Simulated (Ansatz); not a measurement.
Consider the following.

End structure of a constructed model of the (110) surface of bcc V, a pseudomorphic layer of Ti in the host's stacking (bottom of the slab: a bare face, its two planes held):

```yaml
crystal:
  lattice:
    - [2.59563, 0.00000, 0.00000]
    - [-0.86521, 2.44719, 0.00000]
    - [0.00000, 0.00000, 29.50000]
  atoms:
    - { symbol: V, position: [0.50000, 0.50000, 0.27152] }
    - { symbol: V, position: [0.00000, 0.00000, 0.34336] }
    - { symbol: V, position: [0.50000, 0.50000, 0.41480] }
    - { symbol: V, position: [0.00000, 0.00000, 0.48712] }
    - { symbol: V, position: [0.50000, 0.50000, 0.55922] }
    - { symbol: V, position: [0.00000, 0.00000, 0.63081] }
    - { symbol: Ti, position: [0.50000, 0.50000, 0.70596] }
```

Slab: 7 atoms, 13.5 Å thick at the start; k 15x15x1, smearing 0.1 eV, dipole-corrected; 2 atoms held, the rest relaxed; held to the start's symmetry, so lower structures may exist; no spin, no spin-orbit, no U. It is one candidate, not shown to be the stable structure of the face.

**Question.** Give the work function of the top face at the level Ansatz (a program for electronic structure) with PBE.

**Answer.** 4.65 eV
